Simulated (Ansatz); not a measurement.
The starting structures come from a database of crystals and need not be the phases stable at ambient conditions.

Crystal: CaP (P-62m, not sure to be the ambient phase, 12 atoms a cell, 24.2 Å³ an atom); planes in its conventional cell.

The numbers are results of r2SCAN (plane waves, PAW; Ansatz, an electronic-structure program), not measurements.

The gap is the functional's own. No spin-orbit coupling. Mid-gap values are interpolated on the energy grid.

```tsv
plane	area of the cell (Å²)	mid-gap κ (1/Å)	largest κ in the gap (1/Å)
(100)	43.8	0.19	0.22
(001)	50.7	___	___
```

Task: The slowest decay depends on the direction. Supply the withheld values.

Result: 
- (001), mid-gap κ (1/Å): 0.09
- (001), largest κ in the gap (1/Å): 0.11
